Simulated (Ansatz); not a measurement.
**What biaxial strain −0.50 %, plane normal [001], relaxed out of plane does to LiCl**

Start from LiCl in the rock salt structure (space group Fm-3m, No. 225; a = 5.064 Å). Axes: x, y, z lie along the cube axes.

Now apply this change: compressive biaxial strain of 0.50 % in the plane normal to [001], as in epitaxy on a mismatched substrate; the out-of-plane cell vector and the atoms relax.

All numbers come from plane-wave PAW DFT at the PBEsol level (Ansatz, a first-principles code, 420 eV), scalar-relativistic without spin-orbit coupling. Γ-centred 11×11×11 mesh, Fermi–Dirac width 0.05 eV.

```tsv
quantity	base	changed	shift
volume per atom	16.23 Å³	16.13 Å³	-0.107 Å³
space group	Fm-3m (No. 225)	I4/mmm (No. 139)	–
shortest interatomic distance	2.532 Å	2.519 Å	-0.013 Å
energy relative to the base (free energy F)	0 meV/atom	+0.2 meV/atom	+0.2 meV/atom
pressure (mean of the normal stresses, compression positive)	0.00 GPa	0.24 GPa	+0.24 GPa
band gap	6.35 eV	6.37 eV	+0.028 eV
gap character	direct at Γ	direct at Γ	–
electron mass	0.46 mₑ (at Γ)	0.46 mₑ (at Γ)	–
valence-band top at Γ (three highest levels, from the VBM)	–	0.00, -0.02, -0.02 eV	–
valley order (the lowest conduction-band minima on the path, energy above the VBM, named in the base's zone)	Γ 6.35 eV; L along ⟨111⟩ 6.58 eV; X along ⟨100⟩ 7.78 eV	Γ 6.37 eV; L along [1-1-1] 6.57 eV; X along [100] 7.78 eV; X along [001] 7.80 eV	–
out-of-plane strain	–	+0.34 %	–
mean in-plane stress (compression positive)	–	+0.4 GPa	–
```

Masses are band curvatures over ±0.01 Å⁻¹ around the edge. Whether these cells are dynamically stable was not tested. k-point labels follow each cell's own Brillouin zone.
